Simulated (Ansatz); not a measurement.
# How the lattice parameter c of ScSiCN (model structure, started from the AlSiCN type, P3m1, No. 156, 4 atoms in the cell) moves with the method

No measured value is used here.

```
level (code)     value (Å)
---------------  ---------
LDA (Ansatz)         5.112
PBE (Ansatz)         5.235
PBEsol (Ansatz)      5.163
r²SCAN (Ansatz)      5.205
```

Cutoffs differ between the levels. Ansatz's density-functional and Hartree–Fock values are scalar-relativistic unless marked +SOC, with PAW data made under PBE.

A model structure was made by putting elements into a prototype or built by hand; it is no filed structure, need not be a known phase, and can be a saddle point held by its symmetry.

Ansatz is a first-principles code.
